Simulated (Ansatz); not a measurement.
The reference is PbS in the rock salt structure (space group Fm-3m, No. 225; a = 5.903 Å).

The values are results of PBEsol in Ansatz (plane waves to 420 eV, PAW, spin-orbit coupling left out), not measurements.

Strains are applied to the cell and any free atomic positions relax.

One change was made to it. Results:

The pressure goes from zero to 6.58 GPa; the energy rises by 43 meV/atom.

Task: Which change produced these results?
A) isotropic strain −3.00 %
B) isotropic strain −1.50 %
C) isotropic strain +2.00 %

Result: A, isotropic strain −3.00 %. For comparison, the energy relative to the base in the other runs: isotropic strain +2.00 % gives +16 meV/atom; isotropic strain −1.50 % gives +10 meV/atom.

No phonon test of stability was made. All final runs are without spin polarisation.

Ansatz is a quantum-chemistry and plane-wave program.
